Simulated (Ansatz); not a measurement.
Consider HfO2 (space group P4_2/nmc, No. 137; a = 3.568 Å, c = 5.167 Å). Axes: x, y, z lie along a, b, c of the conventional cell.

The change: uniaxial stress, 2 GPa compression along z, with the cell and atoms free to relax against it.

Levels (all Ansatz, an electronic-structure program, PAW, earlier PAW set): PBEsol (420 eV, without spin-orbit coupling); r2SCAN (500 eV, no spin-orbit coupling); HSE06 (420 eV, no SOC); PBEsol+SOC (600 eV, with spin-orbit coupling).

One geometry, relaxed with PBEsol, under each level:

| level | band gap | lowest conduction level above the VBM at special points | electron mass | pressure |
|---|---|---|---|---|
| PBEsol | 4.55 eV | Γ 4.55 eV; X 4.98 eV; R 5.17 eV; Z 5.27 eV | 0.99 mₑ along z, 0.79 mₑ across (at Γ) | 0.67 GPa |
| r2SCAN | 5.20 eV | Γ 5.20 eV; X 5.58 eV; R 5.77 eV; Z 5.89 eV | – | 2.84 GPa |
| HSE06 | 6.32 eV | Γ 6.32 eV; X 6.77 eV; R 6.99 eV | – | – |
| PBEsol+SOC | 4.55 eV | Γ 4.55 eV; X 4.97 eV; R 5.12 eV; Z 5.26 eV | 1.0 mₑ along z, 0.81 mₑ across (at Γ) | – |

Single points use the geometry relaxed with PBEsol. Their cutoffs differ, which shifts pressures a little. HSE06 gaps are upper bounds (no full band path). The spin-orbit shifts are approximate. With Hf present, leaving out spin-orbit coupling can change the band edges. Load acts through the strain it causes; cell and atoms are relaxed under it. Effective masses come from finite differences of ±0.01 Å⁻¹. Beyond what the load breaks, stability against distortions was not tested. This is not the structure that HfO2 has at room temperature and ambient pressure.
